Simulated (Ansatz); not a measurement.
**GaP under load (space group R3m): band-edge transport data**

Data:

```
CELL_PARAMETERS angstrom
     -0.01337     2.70906     2.70906
      2.70906    -0.01337     2.70906
      2.70906     2.70906    -0.01337
ATOMIC_POSITIONS crystal
  Ga 0.99964 0.99964 0.99964
  P  0.25036 0.25036 0.25036
```

Level of theory: PBEsol with spin-orbit coupling, rigid bands (plane waves, PAW; Ansatz, an electronic-structure program). Condition of this run: uniaxial stress along [111] of 1 GPa (compression positive) (the target of the relaxation). Cell: cell and atoms relaxed with PBEsol, then loaded as said.

The band gap is 1.39 eV. The electron conductivity mass (300 K, dilute) is 0.35 mₑ and the hole conductivity mass (300 K, dilute) is 0.42 mₑ. The effective density of states N_c (300 K) is 4.0e19 cm⁻³ and the effective density of states N_v (300 K) is 1.2e19 cm⁻³. The density-of-states mass, electrons is 1.37 mₑ and the density-of-states mass, holes comes out as 0.60 mₑ. The Seebeck coefficient, n-type 1e19 cm⁻³, 300 K is -335 μV/K, the Seebeck coefficient, p-type 1e19 cm⁻³, 300 K is 300 μV/K and the best p-type power factor at 300 K for τ = 10 fs (best axis; densities from 1e16 to 1e21 cm⁻³ tried, whether or not they can be reached) comes out as 14.6 μW/(cm·K²) at 3e20 cm⁻³.

Rigid bands; masses and Seebeck coefficients take one relaxation time τ for all states and one kind of carrier; polarons and phonon drag are left out.
